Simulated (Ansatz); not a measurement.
The starting structures come from a database of crystals and need not be the phases stable at ambient conditions.

By PBEsol, the system below comes out a metal.

The ballistic (Sharvin) conductance counts the channels at the Fermi level: G/A = (e²/h) × channels of both spins per area.

Consider the following.

```
Co2HfSi2
1.0
    3.69739     0.00000     0.00000
    0.00000     3.69739     0.00000
    1.84869    -1.84869     4.77029
Hf Co Si
1 2 2
Direct
  0.00000   0.00000   0.00000
  0.25000   0.25000   0.50000
  0.75000   0.75000   0.50000
  0.62161   0.37839   0.75678
  0.37839   0.62161   0.24322
```

Space group of this cell: I4/mmm. The cell is taken as given; by PBEsol its mean pressure is -1.0 GPa.

The current flows along the normal of the first two printed cell vectors, the (001) plane of the conventional cell. No spin-orbit coupling; the value is a mean over 0.1 eV about the Fermi level.

### Question
State the ballistic conductance per area according to PBEsol in Ansatz (a program for electronic structure).

### Answer
0.78 × 10¹⁵ S/m² for both spins.
